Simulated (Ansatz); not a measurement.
System: Mg2SnO4 (Imma, No. 74, 14 atoms in the cell; start mp-34022). Method: PBEsol+SOC in Ansatz (plane waves, PAW).

Numerical settings: plane-wave cutoff 520 eV, 6×6×6 k mesh, Fermi–Dirac smearing 0.01 eV, PAW data made under PBE.

Cell (relaxed with PBEsol):

```cif
data_Mg8O16Sn4
_chemical_formula_sum 'Mg8 Sn4 O16'
_space_group_name_H-M_alt 'Imma'
_space_group_IT_number 74
_space_group_name_Hall '-I 2b 2'
_cell_length_a 6.05693
_cell_length_b 6.22978
_cell_length_c 8.61780
_cell_angle_alpha 90.000
_cell_angle_beta 90.000
_cell_angle_gamma 90.000
loop_
_atom_site_label
_atom_site_type_symbol
_atom_site_symmetry_multiplicity
_atom_site_Wyckoff_symbol
_atom_site_fract_x
_atom_site_fract_y
_atom_site_fract_z
_atom_site_occupancy
Mg1 Mg 4 e 0.00000 0.75000 0.13801 1
Mg2 Mg 4 c 0.25000 0.25000 0.25000 1
Sn1 Sn 4 b 0.00000 0.00000 0.50000 1
O1 O 8 i 0.26576 0.25000 0.00375 1
O2 O 8 h 0.00000 0.01847 0.26420 1
```
(The calculation used a cell of 14 atoms; values per cell refer to that cell.)

Estimate the band gap that the calculation returns.


band gap: 2.69 eV (on the SCF k mesh)

Computed values are for the static lattice.

A start named mp-… is a Materials Project structure, which need not be a measured phase.

Ansatz is a quantum-chemistry and plane-wave program.
